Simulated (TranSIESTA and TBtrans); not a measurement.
**Sn chain with one bond stretched by 2.0 Å**

Junction: Sn chain with one bond stretched by 2.0 Å. Leads: straight Sn chain, spacing 2.915 Å. Geometry: as built, not relaxed.

TranSIESTA and TBtrans, PBE, DZP numerical orbitals (energy shift 0.15 eV), PseudoDojo norm-conserving scalar-relativistic potentials, mesh cutoff 200 Ry, 300 K, no spin polarisation, no spin-orbit coupling; self-consistent non-equilibrium Green functions.

| Quantity | Value |
|---|---|
| Conductance at 300 K (G0 = 2e²/h) | 0.21 |
| Thermopower (μV/K) | -2.3 |
| Mean T from −0.5 to 0.5 eV | 0.18 |

Energies count from the leads' Fermi level. Transmissions are for one spin of a degenerate pair. The energy step is 0.01 eV; narrower resonances are cut or missed.

```
E (eV)      T  lead channels
------  -----  -------------
-2.00   0.035              1
-1.90   0.041              1
-1.80   0.046              1
-1.70   0.051              1
-1.60   0.056              1
-1.50   0.061              1
-1.40   0.066              1
-1.30   0.071              1
-1.20   0.076              1
-1.10   0.081              1
-1.00   0.085              1
-0.90   0.090              1
-0.80   0.095              1
-0.70   0.100              1
-0.60    0.11              3
-0.50    0.12              3
-0.40    0.13              3
-0.30    0.15              3
-0.20    0.18              3
-0.10    0.20              3
0.00     0.22              3
0.10     0.22              3
0.20     0.21              3
0.30     0.20              3
0.40     0.20              3
0.50     0.19              3
0.60     0.19              3
0.70     0.19              3
0.80     0.19              3
0.90     0.20              3
1.00     0.20              3
1.10     0.20              3
1.20     0.21              3
1.30     0.21              3
1.40     0.22              3
1.50     0.23              3
1.60     0.23              3
1.70     0.24              3
1.80     0.24              3
1.90     0.25              3
2.00     0.25              3
```

The straight chain is held at its spacing; free chains may zigzag or dimerise. No spin-polarised start was tried, so a magnetic state, if there is one, is missed.
